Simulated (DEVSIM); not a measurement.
System: Co/AlN/n-Ge capacitor, at 400 K.

| layer (left to right) | material | thickness (nm) | Nd (cm⁻³) |
|---|---|---|---|
| 1 | AlN | 17.0 | - |
| 2 | Ge | 8700 | 4.7e15 |

Metal gate on the left, work function 5 eV. Fixed charge at the semiconductor interface -1.7e10 cm⁻² (in units of +e); no interface traps.

The device is made up for the run: typed textbook-type constants, with dimensions and the other settings drawn at random. Values at 300 K; Nc and Nv go as T^1.5, mobilities as T to minus their exponent, the gap by Varshni's rule with the affinity fixed.

| parameter | AlN | Ge |
|---|---|---|
| gap (eV) | 6.1 | 0.664 |
| affinity (eV) | 1.9 | 4 |
| permittivity | 8.5 | 16 |
| Nc (cm⁻³) | - | 1.04e19 |
| Nv (cm⁻³) | - | 6e18 |
| Varshni α (eV/K) | - | 0.000477 |
| Varshni β (K) | - | 235 |

DEVSIM, 1D Poisson equation in equilibrium, Boltzmann statistics, complete ionisation; no quantum confinement or tunnelling. Metal contacts follow the ideal Schottky-Mott rule: no Fermi-level pinning, no interface dipoles.

**Question.** Give the band bending (positive: bands bend down) and minority sheet density.

**Answer.** 
```csv
Vg (V),ψs (V),minority carriers (cm⁻²)
-0.4,-0.340,2.4e12
-0.25,-0.327,2.0e12
-0.1,-0.311,1.7e12
0.05,-0.291,1.3e12
0.2,-0.264,9.7e11
0.35,-0.225,6.7e11
0.5,-0.160,4.4e11
0.65,-0.058,3.6e11
0.8,0.046,3.4e11
0.95,0.118,3.4e11
1.1,0.163,3.4e11
1.25,0.193,3.4e11
1.4,0.215,3.4e11
1.55,0.233,3.4e11
1.7,0.247,3.4e11
```
